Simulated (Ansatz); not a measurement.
Relaxation of the outer planes of the (111) surface of fluorite in its 1x1 cell (cut with top plane F, bottom plane F), outermost plane spacing 0.80 Å in the ideal cut.

Calculation: PBE (plane waves to 420 eV, PAW; Ansatz, a first-principles code).

Set-up: 42 atoms, Ca14F28, 42.9 Å thick at the start; mesh 8x8x1; 0.025 eV smearing; dipole correction on; all atoms relaxed; start symmetry kept, larger cells not searched; no spin, no spin-orbit, no U.

| plane | atoms | bulk spacing to the next (Å) | relaxed spacing (Å) | change (%) | rumpling (Å) |
|---|---|---|---|---|---|
| 1 | F | 0.795 | ___ | ___ | 0.00 |
| 2 | Ca | 0.795 | 0.799 | 0.5 | 0.00 |

### Question
What belongs in the gaps?

### Answer

- 1, relaxed spacing (Å): 0.813
- 1, change (%): 2.3
